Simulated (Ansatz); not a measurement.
The reference is CaC2 (space group C2/c, No. 15; a = 6.520 Å, b = 4.084 Å, c = 7.291 Å, α = 90.00°, β = 106.08°, γ = 90.00°; a cell from a computed database, its experimental status unchecked).

Levels (all Ansatz, an electronic-structure program, PAW): PBEsol (420 eV, no spin-orbit coupling); r2SCAN (500 eV, without spin-orbit coupling); HSE06 (420 eV, scalar-relativistic without spin-orbit coupling).

At the geometry relaxed with PBEsol, these levels gave the following band gaps, in shuffled order: (a) 2.19 eV, (b) 3.15 eV, (c) 1.74 eV.

Match each gap to its level.

(a) r2SCAN; (b) HSE06; (c) PBEsol.

Single points use the geometry relaxed with PBEsol. HSE06 was sampled on its mesh, a few special points and the semilocal edge points, so its gap is an upper bound. Whether these cells are dynamically stable was not tested.
